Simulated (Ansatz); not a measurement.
YGe (model structure, started from the CoSn type, P6/mmm, No. 191, 6 atoms in the cell): formation enthalpy by level of theory

No measured value is used here.

```
level (code)         value (eV/atom)
-------------------  ---------------
PBE (Ansatz)                  -0.302
PBEsol (Ansatz)               -0.294
PBE-D3(BJ) (Ansatz)           -0.302
```

PBE-D3(BJ): a distance lies near a switch of the dispersion term, which can move the cell. Each level is taken at its own relaxed cell. Ansatz's density-functional and Hartree–Fock values are scalar-relativistic unless marked +SOC, with PAW data made under PBE.

A model structure was made by putting elements into a prototype or built by hand; it is no filed structure, need not be a known phase, and can be a saddle point held by its symmetry.

Ansatz is a quantum-chemistry and plane-wave program.
